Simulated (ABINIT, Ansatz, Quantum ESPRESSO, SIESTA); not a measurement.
# TcRu (P-6m2, 2 atoms in the cell) computed with different codes at matched settings

Self-consistent single point, at a second geometry (lattice scaled by 0.98). First geometry:

```yaml
crystal:
  lattice:
    - [2.77663, 0.00000, 0.00000]
    - [-1.38832, 2.40463, 0.00000]
    - [0.00000, 0.00000, 4.39483]
  atoms:
    - { symbol: Tc, position: [0.00000, 0.00000, 0.00000] }
    - { symbol: Ru, position: [0.33333, 0.66667, 0.50000] }
```

Shared settings, as Ansatz (an electronic-structure program) writes them: kpoints.mp_grid.grid = 11 11 6; scf.occupations.method = gaussian; scf.occupations.width = 0.136 eV. Potentials and cutoffs stand in the table.

| code | model | ΔF from the first geometry (meV/atom) | pressure (GPa) | cutoff |
|---|---|---|---|---|
| Ansatz | PBEsol, PAW files | -71.3 | -4.37 | 500 eV |
| SIESTA | GGA PBEsol, numerical atomic orbitals DZP, PseudoDojo PBEsol standard norm-conserving potentials (rewritten from UPF to PSML) | -55.3 | -0.90 | grid 300 Ry |
| ABINIT | PBEsol, norm-conserving pseudopotentials (PseudoDojo nc-sr-04 PBEsol standard) | -69.3 | -3.98 | 42 Ha |
| Quantum ESPRESSO | PBEsol, PseudoDojo standard norm-conserving (PBESOL) pseudopotentials | -69.3 | -3.96 | 85 Ry |

On Ansatz's run: spin polarisation is off.

The spread over the programs that give each value: ΔF from the first geometry within 16.0 meV/atom; pressure within 3.47 GPa.

SIESTA uses small atom-centred bases, whose incompleteness enters pressures, forces and empty levels differently from a plane-wave cutoff. Ansatz's pressure is given at a fixed set of plane waves, as the other plane-wave codes print theirs. In the pressure, SIESTA (by 3.08) lies more than 1 GPa from the median of the plane-wave programs.

The starting cell comes from a database of computed structures (which also holds hypothetical and non-ambient phases and stackings), without a prior relaxation at this level. Its lattice was rescaled by a random factor within 2.5 % of one. For this run, on top of that: lattice scaled by 0.98.

Left out of this page: Elk and FLEUR (not drawn, or without a comparable value).

Keys are those of Ansatz 0.2.
